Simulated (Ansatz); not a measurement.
**A computed series for Sn: pressure series**

Consider Sn in the diamond structure (space group Fd-3m, No. 227).

```cif
data_Sn2
_chemical_formula_sum 'Sn2'
_space_group_name_H-M_alt 'P 1'
_space_group_IT_number 1
_cell_length_a 4.64338
_cell_length_b 4.64338
_cell_length_c 4.64338
_cell_angle_alpha 60.000
_cell_angle_beta 60.000
_cell_angle_gamma 60.000
loop_
_space_group_symop_operation_xyz
  'x, y, z'
loop_
_atom_site_label
_atom_site_type_symbol
_atom_site_fract_x
_atom_site_fract_y
_atom_site_fract_z
_atom_site_occupancy
Sn1 Sn 0.25000 0.25000 0.25000 1
Sn2 Sn 0.00000 0.00000 0.00000 1
```

Cell and atoms are relaxed at each pressure.

Level of theory: r2SCAN in Ansatz (plane waves to 500 eV, PAW, no spin-orbit coupling).

Only one of these has a band gap. Which?
A) pressure 75 GPa
B) pressure 30 GPa
C) pressure −2 GPa

B, pressure 30 GPa. Computed: pressure 30 GPa: 0.23 eV; pressure −2 GPa: zero; pressure 75 GPa: zero

Load acts through the strain it causes; cell and atoms are relaxed under it. Stability against distortions was not tested. Tetrahedral semiconductors of this kind turn to denser phases somewhere between about 1 and 50 GPa; those were not computed, so compressed cells here can lie past the real transition. The zero or small gap of Sn can change with the level of theory.

Ansatz is a program for electronic structure.
